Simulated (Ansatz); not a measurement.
Reference: MgB2 (P6/mmm), PBEsol, DFPT electron-phonon coupling, linearised Boltzmann equation (plane waves, PAW, scalar-relativistic; Ansatz, an electronic-structure program); geometry: relaxed with this functional, without spin-orbit coupling.

```yaml
crystal:
  lattice:
    - [3.06608, 0.00000, 0.00000]
    - [-1.53304, 2.65530, 0.00000]
    - [0.00000, 0.00000, 3.48922]
  atoms:
    - { symbol: Mg, position: [0.00000, 0.00000, 0.00000] }
    - { symbol: B, position: [0.66667, 0.33333, 0.50000] }
    - { symbol: B, position: [0.33333, 0.66667, 0.50000] }
```

The resistivity at 300 K is 5.8 μΩ·cm.

Problem. Replace Mg by Sc on the same sites and relax. What happens?

Solution. ScB2 (P6/mmm): volume per atom 9.5 to 9.8 Å³; resistivity at 300 K rises (5.8 μΩ·cm to 7.7 μΩ·cm).

Problem. Swap Mg for Ti, keeping the structure type. How do these values move?

Solution. TiB$_{2}$ (P6/mmm): volume per atom 9.5 to 8.4 Å³; resistivity at 300 K stays about the same (5.8 μΩ·cm to 6.4 μΩ·cm).

Problem. Replace Mg by Zr on the same sites and relax. What happens?

Solution. ZrB2 (P6/mmm): volume per atom 9.5 to 10.1 Å³; resistivity at 300 K falls (5.8 μΩ·cm to 4.8 μΩ·cm).

Moves up to 13 % count as about the same. Metals; harmonic phonons alone scatter; means over directions. Halving the electron mesh moves these values by up to 9 %; q meshes are mostly untested. Spin-orbit coupling is left out.

Formula and space group known from diffraction (Crystallography Open Database), not checked to be the room-temperature form: ScB2 (P6/mmm).
